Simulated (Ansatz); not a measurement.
Consider the energy of the reaction as written. Reaction: Y (hcp) + 2 Si (diamond) + 4 As (R-3m) → cell A. Negative: the products are lower in energy.

Cell A: a stack of composition YSi2As4 on the in-plane vectors of As (R-3m) (0001), but not a cut of that crystal, 7 atoms, hexagonal cell of 3.78 Å (12.4 Å²), symmetry P-6m2 within 0.02 Å, 10.3 Å thick under 15 Å of vacuum, so it may be strained; planes from bottom to top: As | Si | As | Y | As | Si | As; foreign atoms: Y bound to 6 As at 2.83 Å; two times Si bound to 4 As at 2.30–2.43 Å; a model cell; spin state with PBE: no moments, k-point mesh 9×9×1.
```xyz
7
Lattice="3.7843 0.0000 0.0000 -1.8921 3.2773 0.0000 0.0000 0.0000 25.6216" Properties=species:S:1:pos:R:3 pbc="T T T"
Y      0.0000     2.1848    12.8108
As     1.8921     1.0924    14.6097
Si     1.8921     1.0924    16.9147
As     0.0000     0.0000    17.9739
As     1.8921     1.0924    11.0119
Si     1.8921     1.0924     8.7069
As     0.0000     0.0000     7.6476
```

Reference: Y (hcp, P6₃/mmc), 2 atoms in the cell, k-point mesh 24×24×10 on the run's own vectors. Conventional cell: a = 3.601 Å, b = 3.601 Å, c = 5.623 Å, α = 90.00°, β = 90.00°, γ = 120.00°.

Reference: Si (diamond, Fd-3m), 2 atoms in the cell, k-point mesh 10×10×10 on the run's own vectors. Conventional cell: a = b = c = 5.4210 Å, α = β = γ = 90.00°.

Reference: As (R-3m), 2 atoms in the cell, the relaxed perfect crystal repeated, atoms not moved again, k-point mesh 9×9×8 on the run's own vectors.

Plane-wave PAW calculations with Ansatz (a quantum-chemistry and plane-wave program), its PAW set soft_1, cutoff 420 eV, 500 eV for r2SCAN. The structures are at rest with PBE+D3(BJ), within the held lattices; other levels are single points on them. Neutral cells; Fermi-Dirac smearing of at most 0.10 eV in the solids, energies taken to zero width. The lattices are those relaxed with PBE+D3(BJ) or held as stated, so at other levels the solids can be strained, which adds to the spread. A dispersion term (D3(BJ), or D4 for r2SCAN) was computed beside these levels and is taken off wherever the name lacks it. Space groups of crystals are read within 0.01 Å. No zero-point or thermal terms. The structures are the rest points that the relaxations reached, not proven lowest. No correction for cell size. Cell A has symmetry P-6m2 within 0.02 Å and got no random move, so less symmetric positions, which may lie lower, weren't tried.

Question: What value does PBE give?

Answer: -1.66 eV, for Y (hcp) + 2 Si (diamond) + 4 As (R-3m) → cell A.

Question: How does the value move with the functional?

Answer: 
| Functional | value (eV) | less PBE |
|---|---|---|
| PBE+D3(BJ) | -1.11 | 0.55 |
| r2SCAN | -2.23 | -0.57 |
| r2SCAN+D4 | -1.99 | -0.33 |

The levels shown span 1.12 eV, from r2SCAN (-2.23) to PBE+D3(BJ) (-1.11).
